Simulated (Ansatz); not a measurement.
Step by step: energy of one form of C over another

This concerns the energy of one form of C over another. The value is E(A) − E(B), in meV per atom.

A: C (lonsdaleite, P6₃/mmc), 4 atoms in the cell. Conventional cell: a = b = 2.5115 Å, c = 4.1804 Å, α = β = 90.00°, γ = 120.00°.

B: C (diamond, Fd-3m), 2 atoms in the cell. Conventional cell: a = b = c = 3.5716 Å, α = β = γ = 90.00°.

Method: Ansatz (an electronic-structure program), PAW, neutral cells at 0 K with nuclei at rest, on structures from PBE. Ansatz runs with its default PAW set. Other levels take these structures. The lattices are those relaxed with PBE, so at other levels the solids can be strained. A dispersion term (D3(BJ), or D4 for r2SCAN) was computed beside these levels and is taken off wherever the name lacks it.

Total energies of the cells in eV, at zero smearing width. They compare only within one column; the weights balance every element.

```csv
cell,atoms,weight,r2SCAN
A: C (lonsdaleite),4,+1,-1006.10994
B: C (diamond),2,−2,-503.11012
```

r2SCAN: (-1006.10994) − 2 × (-503.11012) = 0.110 eV; dividing by 4 atoms gives 28 meV/atom.

What follows from the r2SCAN value: Against the thermal energy at 300 K, k_BT = 25.9 meV, the difference of 27.6 meV per atom is 1.1 k_BT. To turn the order at 1000 K, where k_BT = 86.2 meV, the higher one would need 0.32 k_B per atom more entropy.
